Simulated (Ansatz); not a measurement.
## Response to strain in Y

Take Y in the hcp (Mg type) structure (space group P6_3/mmc, No. 194; a = 3.5943 Å, c = 5.6099 Å; relaxed with 0.1 eV smearing) as the base. Axes: x lies along a and z along c of the hexagonal cell.

Strains are applied to the cell and any free atomic positions relax; under biaxial strain the out-of-plane vector relaxes too.

Method: PBEsol in Ansatz (plane waves to 420 eV, PAW, no spin-orbit coupling).

Notes on the quantities. pressure: mean of the normal stresses, compression positive.

```json
[
 {"case": "base", "pressure": "0.0 GPa", "out-of-plane strain": "–", "shortest interatomic distance": "348.9 pm"},
 {"case": "biaxial strain −2.50 %, plane normal [001], relaxed out of plane", "pressure": "1.5 GPa", "out-of-plane strain": "+1.50 %", "shortest interatomic distance": "349.3 pm"},
 {"case": "biaxial strain −2.00 %, plane normal [001], relaxed out of plane", "pressure": "1.2 GPa", "out-of-plane strain": "+1.19 %", "shortest interatomic distance": "349.2 pm"},
 {"case": "biaxial strain −0.50 %, plane normal [001], relaxed out of plane", "pressure": "0.3 GPa", "out-of-plane strain": "+0.28 %", "shortest interatomic distance": "348.9 pm"},
 {"case": "biaxial strain +0.50 %, plane normal [001], relaxed out of plane", "pressure": "-0.3 GPa", "out-of-plane strain": "-0.28 %", "shortest interatomic distance": "348.9 pm"},
 {"case": "biaxial strain +1.00 %, plane normal [001], relaxed out of plane", "pressure": "-0.6 GPa", "out-of-plane strain": "-0.55 %", "shortest interatomic distance": "348.9 pm"},
 {"case": "biaxial strain +1.50 %, plane normal [001], relaxed out of plane", "pressure": "-0.9 GPa", "out-of-plane strain": "-0.81 %", "shortest interatomic distance": "349.0 pm"},
 {"case": "biaxial strain +2.00 %, plane normal [001], relaxed out of plane", "pressure": "-1.2 GPa", "out-of-plane strain": "-1.07 %", "shortest interatomic distance": "349.0 pm"},
 {"case": "biaxial strain +2.50 %, plane normal [001], relaxed out of plane", "pressure": "-1.4 GPa", "out-of-plane strain": "-1.33 %", "shortest interatomic distance": "349.1 pm"},
 {"case": "biaxial strain +3.00 %, plane normal [001], relaxed out of plane", "pressure": "-1.7 GPa", "out-of-plane strain": "-1.59 %", "shortest interatomic distance": "349.1 pm"}
]
```

Whether these cells are dynamically stable was not tested. All final runs are without spin polarisation.

Ansatz is an electronic-structure program.
